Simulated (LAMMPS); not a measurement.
MD of NiAl (CsCl type) at zero pressure, 1024 atoms, as a crystal; each row is its own run.

Level of theory: classical MD, pair style meam, file MoCoNiVFeAlCr_2nn.meam (LAMMPS).

| T (K) | enthalpy (eV/atom) |
|---|---|
| 200 | -4.4779 |
| 300 | -4.4504 |
| 860 | -4.2973 |
| 1140 | -4.2200 |
| 1420 | -4.1421 |
| 2000 | -3.9722 |
| 2280 | -3.8856 |

**Question.** Fit a straight line, y = a + b x, to these rows (x is the first column, y the second) and predict the run at x = 1710.

**Answer.** Least squares gives a = -4.5385 and b = 0.0002834. At x = 1710 the fit predicts -4.0539 eV/atom. The run itself gave -4.0596 ± 0.0004 eV/atom, so the fit is 5.7 meV/atom high.

Caution (row 2280): this crystal lies over the melting point of about 2110 K that MEAM MoCoNiVFeAlCr_2nn.meam gives, so it is superheated.
